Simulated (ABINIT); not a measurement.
A self-consistent single point of SnTe (I4mm, 2 atoms in the cell) with ABINIT.

Method: PBEsol, PAW (JTH v2.0 PBE PAW, files made for PBE) (plane waves; ABINIT).

```xyz
2
Lattice="0.0000 3.1442 3.1442 3.1442 0.0000 3.1442 3.1442 3.1442 0.0000" Properties=species:S:1:pos:R:3 pbc="T T T"
Sn     0.0000     0.0000     0.0500
Te     3.1442     3.1442     3.1442
```

Reference input (self-consistent single point, DFT, PBEsol, plane waves, PAW (JTH v2.0 PBE PAW, files made for PBE)): pseudos = [Sn.GGA_PBE-JTH.xml, Te.GGA_PBE-JTH.xml]; ecut = 20 Ha; pawecutdg = 40 Ha; ixc = -116133; occopt = 3; tsmear = 0.01 eV; ngkpt = 3 3 3; nshiftk = 1; shiftk = 0 0 0; potentials = JTH v2.0 PBE PAW; nband = 15; kptopt = 1. This run's input differs from it in these lines:

```diff
@@ -22,3 +22,3 @@
 kptopt 1
-ngkpt 3 3 3
+ngkpt 12 12 12
 nshiftk 1
```

Log, with long lists cut:

```
--- !BeginCycle
solver: {iscf: 17, nstep: 50, nline: 4, wfoptalg: 10, }
tolerances: {tolvrs: 1.00E-10, }
...

     iter   Etot(hartree)      deltaE(h)  residm     nres2
 ETOT  1  -77.998404350884    -7.800E+01 1.758E-01 7.949E-01
 ETOT  2  -78.072229812993    -7.383E-02 1.565E-02 9.166E-02
 ETOT  3  -78.072043937229     1.859E-04 1.260E-02 1.848E-02
 ETOT  4  -78.072051891855    -7.955E-06 2.552E-03 8.085E-04
 ETOT  5  -78.072054119093    -2.227E-06 1.757E-03 4.382E-05
 ETOT  6  -78.072054415282    -2.962E-07 1.566E-03 5.213E-06
 ETOT  7  -78.072054458342    -4.306E-08 1.397E-03 2.279E-07
 ETOT  8  -78.072054459673    -1.331E-09 8.267E-04 1.545E-08
 ETOT  9  -78.072054459665     7.930E-12 9.442E-04 4.346E-10
 ETOT 10  -78.072054459664     4.263E-13 4.132E-04 2.509E-11
 At SCF step   10       nres2   =  2.51E-11 < tolvrs=  1.00E-10 =>converged.

 Cartesian components of stress tensor (hartree/bohr^3)
  sigma(1 1)=  1.24062926E-06  sigma(3 2)=  0.00000000E+00
  sigma(2 2)=  1.24062926E-06  sigma(3 1)=  0.00000000E+00
  sigma(3 3)= -7.81036761E-07  sigma(2 1)=  0.00000000E+00

 ----iterations are completed or convergence reached----

 reduced coordinates (array xred) for    2 atoms
       0.007951000000      0.007951000000      0.992049000000
       0.500000000000      0.500000000000      0.500000000000
 cartesian forces (eV/Angstrom) at end:
    1      0.00000000000000     0.00000000000000     0.00493693735554
    2     -0.00000000000000    -0.00000000000000    -0.00493693735554
 frms,max,avg= 2.8503421E-03 4.9369374E-03   0.000E+00  0.000E+00  1.780E-02 e/A
   [... lines left out ...]
 Fermi (or HOMO) energy (hartree) =  -0.03153   Average Vxc (hartree)=  -0.35580
 Fermi (or HOMO) energy (eV) =  -0.85789   Average Vxc (eV)=  -9.68194
   [... lines left out ...]
'-kT*entropy'       : -3.93792745373672E-10
total_energy        : -7.80720577023551E+01
total_energy_eV     : -2.12444873087886E+03
...

-Cartesian components of stress tensor (GPa)         [Pressure= -1.6674E-02 GPa]
- sigma(1 1)=  3.65005668E-02  sigma(3 2)=  0.00000000E+00
- sigma(2 2)=  3.65005668E-02  sigma(3 1)=  0.00000000E+00
- sigma(3 3)= -2.29788910E-02  sigma(2 1)=  0.00000000E+00

 Calculation completed.
```

The run converged in 10 iterations. 

The starting cell has typed, rounded lattice constants, without a prior relaxation at this level. Its lattice was rescaled by up to half a per cent. One atom was moved a little off its site on purpose. The potentials were made for another functional than the one used.

These are the values that this program gave, and no reference: the one-centre exchange-correlation terms come from a truncated expansion.

Cost on one core of a shared machine: roughly 3 min.
